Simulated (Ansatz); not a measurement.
What Li interstitial (started 2.35 Å from the nearest host atom), symmetric start does to TaS2

The parent structure is a 12-atom supercell of TaS2 in the CdI2 type structure (space group P-3m1, No. 164; a = 3.329 Å, c = 5.786 Å; layered, stacked along the Cartesian z axis) at its relaxed geometry.

It is then changed as follows: one Li atom is added in an open site, starting 2.35 Å from the nearest host atom, atoms relaxed at fixed cell.

Computed with PBE-D3(BJ), PAW, 420 eV (Ansatz, a program for electronic structure; scalar-relativistic without spin-orbit coupling), earlier PAW set. k-mesh 7×7×7 (Γ-centred); smearing 0.05 eV (Fermi–Dirac).

The pressure goes from zero to 1.9 GPa and the final site of the added atom amounts to 6 S at 2.37–2.39 Å (octahedral).

The cell is small, so the values are those of an ordered compound at a high defect concentration; dilute-limit values will differ. The defect started on the symmetric site and kept its symmetry, so it may sit on a saddle. All final runs are without spin polarisation. An odd electron count without spin: LiTa4S8 and TaS2. The defect cell is not spin-polarised.
